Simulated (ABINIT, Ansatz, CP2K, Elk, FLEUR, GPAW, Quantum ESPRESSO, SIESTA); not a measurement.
**Code comparison for AlN (F-43m, 2 atoms in the cell)**

Self-consistent single point, at a second geometry (lattice scaled by 0.98). First geometry:

```xyz
2
Lattice="0.0000 2.1840 2.1840 2.1840 0.0000 2.1840 2.1840 2.1840 0.0000" Properties=species:S:1:pos:R:3 pbc="T T T"
Al     0.0000     0.0000     0.0000
N      3.2760     3.2760     3.2760
```

Shared settings, as Ansatz (an electronic-structure program) writes them: kpoints.mp_grid.grid = 9 9 9; scf.occupations.method = fixed. Potentials and cutoffs stand in the table.

```tsv
code	model	ΔF from the first geometry (meV/atom)	pressure (GPa)	gap on the mesh (eV)	cutoff
Quantum ESPRESSO	PBE, GBRV 1.5 ultrasoft (PBE) pseudopotentials	47.2	19.90	3.534	40 Ry
ABINIT	PBE, PAW (JTH v2.0 PBE PAW)	47.2	19.94	3.521	26 Ha
Elk	PBE, all-electron FP-LAPW, Elk's shipped species files, APW+lo basis with extra local orbitals	44.7	–	3.546	rgkmax 7.5
CP2K	PBE, GPW, DZVP-MOLOPT-SR-GTH basis, GTH-PBE potentials (GTH_POTENTIALS)	41.7	18.17	3.551	grid 400 Ry
Ansatz	PBE, default PAW files	44.8	18.72	3.551	default
FLEUR	PBE, all-electron FLAPW (FLEUR), scalar-relativistic valence	47.9	–	3.559	Kmax 4.5 1/bohr
GPAW	PBE, GPAW PAW datasets PBE (gpaw-data 1.0.1)	51.6	–	3.531	950 eV
SIESTA	GGA PBE, numerical atomic orbitals DZP, PseudoDojo PBE standard norm-conserving potentials (rewritten from UPF to PSML)	51.7	21.21	3.526	grid 350 Ry
```

For Ansatz (by 0.5 GPa) the energy change implies a higher mean pressure, against the two pressures, than for the other programs: a sign of finite-basis (Pulay) stress.

A dash marks a value that a program does not give, or that is left out as unsure.

Gaps are read on the mesh.

The spread over the programs that give each value: ΔF from the first geometry within 10.0 meV/atom; pressure within 3.04 GPa; gap on the mesh within 0.038 eV.

CP2K and SIESTA use small atom-centred bases, whose incompleteness enters pressures, forces and empty levels differently from a plane-wave cutoff. Elk and FLEUR treat all electrons, but the usual bases taken here (sphere radii, linearisation, local orbitals, empty states) were not tested for convergence, so the values are no reference for the others. Ansatz's pressure is given at a fixed set of plane waves, as the other plane-wave codes print theirs; with its correction for the finite basis it is 19.24 GPa (the shift of 0.52 GPa shows how far the cutoff is from converged). The pressure of GPAW is left out: its cutoff lies under the one at which its stress was checked. In the pressure, CP2K (by 1.73), Ansatz (by 1.18) and SIESTA (by 1.31) lie more than 1 GPa from the median of the plane-wave programs.

The starting cell comes from a database of computed structures (which also holds hypothetical and non-ambient phases and stackings), without a prior relaxation at this level. For this run, on top of that: lattice scaled by 0.98.

Keys are those of Ansatz 0.2.
